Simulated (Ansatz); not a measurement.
Here is the system:

End structure of a constructed model of the (0001) surface of hcp Ti, a layer of Pt in place of the second plane (bottom of the slab: a bare face, its two planes held):

```yaml
crystal:
  lattice:
    - [2.93864, 0.00000, 0.00000]
    - [-1.46932, 2.54493, 0.00000]
    - [0.00000, 0.00000, 27.50000]
  atoms:
    - { symbol: Ti, position: [0.66667, 0.33333, 0.29380] }
    - { symbol: Ti, position: [0.33333, 0.66667, 0.37838] }
    - { symbol: Ti, position: [0.66667, 0.33333, 0.46546] }
    - { symbol: Ti, position: [0.33333, 0.66667, 0.54759] }
    - { symbol: Pt, position: [0.66667, 0.33333, 0.62746] }
    - { symbol: Ti, position: [0.33333, 0.66667, 0.70469] }
```

Slab: 6 atoms, 11.3 Å thick at the start; k 15x15x1, smearing 0.1 eV, dipole-corrected; 2 atoms held, the rest relaxed; start symmetry kept, larger cells not searched; no spin, no spin-orbit, no U. In PBE it lies 0.22 eV a 1x1 cell over the lowest computed structure of the same composition (a layer of Pt in place of the third plane).

Question: What is the computed work function of the top face (Ansatz (a first-principles code) with PBE)?

Answer: 4.21 eV
